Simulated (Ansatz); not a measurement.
The starting structures come from a database of crystals and need not be the phases stable at ambient conditions.

Inside the gap of an insulator the Bloch states are evanescent, with a wavenumber k + iκ along the transport direction.

Data:

```yaml
crystal:
  lattice:
    - [7.08468, 0.00000, 0.00000]
    - [0.00000, 8.51179, 0.00000]
    - [0.00000, 0.00000, 7.21020]
  atoms:
    - { symbol: Cu, position: [0.70388, 0.36028, 0.08136] }
    - { symbol: Cu, position: [0.20388, 0.63972, 0.91864] }
    - { symbol: Cu, position: [0.20388, 0.86028, 0.41864] }
    - { symbol: Cu, position: [0.70388, 0.13972, 0.58136] }
    - { symbol: Hg, position: [0.81539, 0.95179, 0.03202] }
    - { symbol: Hg, position: [0.31539, 0.04821, 0.96798] }
    - { symbol: Hg, position: [0.31539, 0.45179, 0.46798] }
    - { symbol: Hg, position: [0.81539, 0.54821, 0.53202] }
    - { symbol: S, position: [0.12436, 0.84080, 0.11301] }
    - { symbol: S, position: [0.62436, 0.15920, 0.88699] }
    - { symbol: S, position: [0.62436, 0.34080, 0.38699] }
    - { symbol: S, position: [0.12436, 0.65920, 0.61301] }
    - { symbol: I, position: [0.58990, 0.62225, 0.91388] }
    - { symbol: I, position: [0.08990, 0.37775, 0.08612] }
    - { symbol: I, position: [0.08990, 0.12225, 0.58612] }
    - { symbol: I, position: [0.58990, 0.87775, 0.41388] }
```

Space group of this cell: Pna2_1. The cell is taken as given; by r2SCAN its mean pressure is -1.4 GPa.

Transport runs along the normal of the first two printed cell vectors.

The gap is the functional's own, uncorrected, and κ follows it; spin-orbit coupling is left out. Mid-gap values are interpolated between the computed energies.

**Question.** Predict the band gap and the smallest decay constant κ at mid-gap from r2SCAN (Ansatz, a first-principles code).

**Answer.** Gap 0.66 eV on a 4×4×4 mesh; κ = 0.097 1/Å, at the zone centre.
